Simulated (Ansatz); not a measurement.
## GaBiO3 (Pm-3m, No. 221, 5 atoms in the cell; start mp-22979; idealised structure)

The numbers are results of HSE06 (plane waves, PAW; Ansatz, a quantum-chemistry and plane-wave program), not measurements.

Settings: plane-wave cutoff 460 eV, 6×6×6 k mesh, Fermi–Dirac smearing 0.01 eV, scalar-relativistic PAW data made under PBE.

Cell (relaxed with PBEsol):

```
BiGaO3
1.0
    3.85018     0.00000     0.00000
    0.00000     3.85018     0.00000
    0.00000     0.00000     3.85018
Ga Bi O
1 1 3
Direct
  0.50000   0.50000   0.50000
  0.00000   0.00000   0.00000
  0.50000   0.00000   0.50000
  0.00000   0.50000   0.50000
  0.50000   0.50000   0.00000
```

```json
{
 "band_gap": "2.52 eV (on the SCF k mesh)",
 "smallest_direct_gap_on_the_k_points_sampled": "2.93 eV",
 "direct gap at Γ": "7.33 eV"
}
```

Note: cell and atoms aren't relaxed at this level (pressure -0.9 GPa).

Spin–orbit coupling is not included; with these elements it can move the gap by several tenths of an eV or more.

Computed values are for the static lattice.

It cost about 2.8 core-minutes (a rough figure) of CPU time.

A start named mp-… is a Materials Project structure, which need not be a measured phase.
